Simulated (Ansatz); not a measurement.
By PBEsol, the system below comes out a metal.

Crystal: IrO₂ (P4_2/mnm, rutile, 6 atoms a cell, 10.7 Å³ an atom, -6 GPa at this level); planes in its conventional cell.

The numbers are results of PBEsol (plane waves, PAW; Ansatz, a program for electronic structure), not measurements.

G/A = (e²/h) × open channels of both spins per area, as a mean over 0.1 eV about the Fermi level, without spin-orbit coupling, for the cells as given.

```
plane  area (Å²)  G/A (10¹⁵ S/m²)
-----  ---------  ---------------
(110)       20.2             0.64
(001)       20.3                ?
(100)       14.3                ?
(111)       28.7                ?
```

Q: What belongs in the gaps?

A: 
- (001), G/A (10¹⁵ S/m²): 0.52
- (100), G/A (10¹⁵ S/m²): 0.68
- (111), G/A (10¹⁵ S/m²): 0.61
